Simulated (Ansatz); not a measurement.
Base system: GaAs in the zinc blende structure (space group F-43m, No. 216).

```xyz
2
Lattice="0.0000 2.8014 2.8014 2.8014 0.0000 2.8014 2.8014 2.8014 0.0000" Properties=species:S:1:pos:R:3 pbc="T T T"
Ga     0.0000     0.0000     0.0000
As     1.4007     1.4007     1.4007
```

Cartesian axes are those of the cell as printed.

The values are results of Ansatz (a quantum-chemistry and plane-wave program), LDA, PAW, cutoff 420 eV, no spin-orbit coupling, not measurements.

For the base:

```
Quantity    Result
--------  --------
Pressure  0.01 GPa
```

Modification: biaxial strain +1.67 %, plane normal [111], relaxed out of plane (Cartesian); in-plane vectors clamped, the third vector and the atoms free.

**Question.** What happens to the ratio −ε⊥/ε∥, pressure and energy relative to the base?

**Answer.** The ratio −ε⊥/ε∥ is 0.44; the pressure (mean of the normal stresses, compression positive) falls by 1.78 GPa (0.01 GPa → -1.77 GPa); the energy increases by 6.3 meV/atom.

Stability against distortions was not tested.
